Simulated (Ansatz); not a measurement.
Output of an Ansatz run (abridged):

```
WARN the atoms were moved onto the symmetric positions of the space group found under crystal.symmetry.tolerance 1.0e-5 (fractional …
WARN ansatz: RAYON_NUM_THREADS=1 ignored (pool sized by the plan → 1); use --threads N
Pseudopotentials: kind: paw
Pseudopotential: Lu, paw, valence charge 25
Pseudopotential: F, paw, valence charge 7
Crystal: 4 atoms, lattice volume = 53.532 Å³
Basis set: ecut = 420 eV, 1047 PW (Γ), exchange–correlation on 54×54×60 points (8 copies of the dense FFT grid, shifted against one another)
Bands: 28, of which v1, the nominal top of the filled ones, is band 23 counted from 1 (22 counted from 0)
Symmetry: 6 space group operations
Space group: P3m1 (ITA 156), of the structure as read, at distance tolerance 3.8e-5 Å
k-points: 50 of 384 (time reversal used)
PAW frozen core: Lu, regenerated for the run's functional, and the local potential with it
PAW frozen core: F, regenerated for the run's functional, and the local potential with it
Initial density: superposition of atomic densities (neutral atoms: chi_scale 0, normalization atom), corrected by the library's trained network
Initial wavefunctions: pseudopotential atomic-orbital guess
Eigensolver: davidson
Functional: x = pbesol(κ = 0.804, μ = 0.12345679012345678), c = pbesol(β = 0.046)
SCF iter   1: F=—  HF=-17020.410666 eV  |F-HF|=—  |Δ(HF+E_count)|=         —  Δρ=1.53e-2  dr2=7.86e-2  ethr=1.77e-3  ⟨swp⟩=5.0  Hψ=6156  notcnv=0  defer=138
all-band conjugate gradients solve this SCF's bands
preconditioner: auto → Resta (q_TF=auto, 2.660 Å⁻¹)
SCF iter   2: F=—  HF=-17020.385874 eV  |F-HF|=—  |Δ(HF+E_count)|=   2.48e-2  Δρ=1.92e-3  dr2=8.58e-4  ethr=1.71e-4  ⟨swp⟩=2.2  Hψ=3057  notcnv=0  defer=145
SCF iter   3: F=—  HF=-17020.386140 eV  |F-HF|=—  |Δ(HF+E_count)|=   2.66e-4  Δρ=1.12e-3  dr2=3.36e-4  ethr=1.86e-6  ⟨swp⟩=2.7  Hψ=2889  notcnv=0  defer=147
SCF iter   4: F=—  HF=-17020.386246 eV  |F-HF|=—  |Δ(HF+E_count)|=   1.06e-4  Δρ=3.53e-4  dr2=4.12e-5  ethr=7.30e-7  ⟨swp⟩=2.0  Hψ=2383  notcnv=0  defer=147
SCF iter   5: F=—  HF=-17020.386166 eV  |F-HF|=—  |Δ(HF+E_count)|=   8.04e-5  Δρ=9.44e-5  dr2=4.92e-6  ethr=8.95e-8  ⟨swp⟩=2.1  Hψ=2479  notcnv=0  defer=98
SCF iter   6: F=—  HF=-17020.386170 eV  |F-HF|=—  |Δ(HF+E_count)|=   3.77e-6  Δρ=9.56e-5  dr2=2.91e-6  ethr=1.07e-8  ⟨swp⟩=3.2  Hψ=3448  notcnv=0  defer=106
SCF iter   7: F=—  HF=-17020.386167 eV  |F-HF|=—  |Δ(HF+E_count)|=   2.46e-6  Δρ=5.45e-5  dr2=1.03e-6  ethr=6.34e-9  ⟨swp⟩=2.8  Hψ=2909  notcnv=0  defer=106
SCF iter   8: F=—  HF=-17020.386167 eV  |F-HF|=—  |Δ(HF+E_count)|=   8.04e-8  Δρ=2.31e-5  dr2=1.30e-7  ethr=2.23e-9  ⟨swp⟩=2.0  Hψ=2372  notcnv=0  defer=104
SCF iter   9: F=-17020.386167 eV  HF=-17020.386167 eV  |F-HF|=1.24e-9  |Δ(HF+E_count)|=   1.87e-8  Δρ=8.11e-6  dr2=1.64e-8  ethr=2.17e-10  ⟨swp⟩=12.9  Hψ=9707  notcnv=0
SCF 1 converged in 9 iterations: F = -17020.386167 eV  dr2 = 1.64e-8
SCF converged after 9 iterations
Free energy (F): -17020.386167 eV
Harris-Foulkes:  -17020.386167 eV  (|F-HF|=1.24e-9)
Internal energy: -17020.386167 eV  (E = F + TS)
E sigma→0 (E₀):  -17020.386167 eV
Fermi energy:    6.049918 eV
--- Per-component energies (eV) ---
  E_band       = -144.294002
  E_kinetic    = 1038.854546
  E_local      = -9211.660368  (includes V_loc(G=0)·N_el)
  E_nonlocal   = 805.580385
  E_hartree    = 3816.769567
  E_xc         = -453.260113
  E_vxc        = -562.942999  (∫ρ·V_xc dr)
  E_paw        = -7836.941681  (= ΣΔE_a)
  E_vpaw       = 152.326476  (= ΣTr[D̂ρ^β])
  E_aug_tail   = 0.006052  (compensation charges beyond the density's cutoff)
  E_ewald      = -5181.054050
  E_core_change = 1.319496  (= ΣΔE_core)
  E_smearing   = -0.000000  (= −TS)
  E_closure    = -0.000000  (closes the sum)
  Σ components = -17020.386167   (vs F -17020.386167, Δ=0.00e0)
--- Forces (eV/Å), atoms counted from 1 ---
  atom   1  Lu    -0.00000000    -0.00000000    -0.69189650
  atom   2  F      0.00000000     0.00000000     0.16225470
  atom   3  F      0.00000000    -0.00000000     0.00790928
  atom   4  F      0.00000000     0.00000000     0.52170708
  max |Σ_I F_I| component: 2.54e-5 eV/Å
--- Stress (GPa, compression-positive) ---
        3.039159       0.000000       0.000000
        0.000000       3.039159       0.000000
        0.000000       0.000000       4.514903
  P = ⅓ Tr σ = 3.5311 GPa (35.311 kbar)
  The stress holds the Pulay correction. Without it, at fixed plane waves, as pw.x and ABINIT print it: P = 2.7594 GPa
--- Band table (eV; the first three rows and the last of 50) ---
  k-point 0: bands = ["-46.3030", "-17.2998", "-17.0516", "-17.0516", "-15.4362", "-14.4438", "-14.0374", "1.7146", "1.7146", "3.5105", "3.9348", "4.0453", "4.1704", "4.1704", "4.4488", "4.4488", "5.1501", "5.2777", "5.2879", "5.2879", "5.6927", [...]
  k-point 1: bands = ["-46.3026", "-17.5395", "-17.0502", "-17.0502", "-15.4112", "-14.1880", "-13.9428", "1.7123", "1.7123", "3.2023", "3.7565", "4.1424", "4.1867", "4.1867", "4.4411", "4.4411", "5.1501", "5.2692", "5.2692", "5.2704", "5.6210", [...]
  k-point 2: bands = ["-46.3018", "-17.9092", "-17.0475", "-17.0475", "-15.3881", "-14.1041", "-13.3929", "1.7072", "1.7072", "2.4560", "3.6032", "4.1819", "4.2331", "4.2331", "4.4168", "4.4168", "5.1501", "5.2052", "5.2052", "5.2478", "5.3869", [...]
  k-point 49: bands = ["-46.2926", "-17.9764", "-17.8480", "-17.5308", "-14.2101", "-13.9150", "-13.1015", "1.5557", "2.3074", "2.4391", "2.6152", "4.0348", "4.1204", "4.3676", "4.6414", "4.8044", "5.1687", "5.1755", "5.1809", "5.2280", "5.2608", [...]
```

The structure:

```
CELL_PARAMETERS angstrom
      3.82734     0.00000     0.00000
     -1.91367     3.31457     0.00000
      0.00000     0.00000     4.21981
ATOMIC_POSITIONS crystal
  Lu 0.00000 0.00000 0.51185
  F  0.33333 0.66667 0.60999
  F  0.66667 0.33333 0.39001
  F  0.00000 0.00000 0.00000
```

Reconstruct the input of this run.

Other spellings and defaults could give the same log, and not every line can be read from it. The input that was run (DFT, PBEsol, plane waves, default PAW files made with PBE):

Ansatz 0.2 input:
```yaml
# LuF3
crystal:
  lattice:
    - [3.827338, 0.000000, 0.000000]
    - [-1.913669, 3.314572, 0.000000]
    - [0.000000, 0.000000, 4.219812]
  atoms:
    - { symbol: Lu, position: [0.000000, 0.000000, 0.511849] }
    - { symbol: F, position: [0.333333, 0.666667, 0.609990] }
    - { symbol: F, position: [0.666667, 0.333333, 0.390010] }
    - { symbol: F, position: [0.000000, 0.000000, 0.000000] }
basis:
  ecutwfc: 420.0
kpoints:
  mp_grid: { grid: [8, 8, 6] }
hamiltonian:
  xc: pbesol
  pseudopotentials: { kind: paw }
scf:
  occupations: { method: fixed }
output:
  forces: true
  eigenvalues: true
  stress: true
```

The starting cell comes from a database of computed structures (which also holds hypothetical and non-ambient phases and stackings), without a prior relaxation at this level. Its lattice was rescaled by up to half a per cent. One atom was moved a little off its site on purpose. Spin-orbit coupling is off. With a pressure of about 4 GPa the cell is away from its equilibrium volume at this level. Ansatz's pressure includes its estimate of the finite-basis (Pulay) stress. Without the estimate this run gives 2.76 GPa.

Ansatz is a first-principles code.
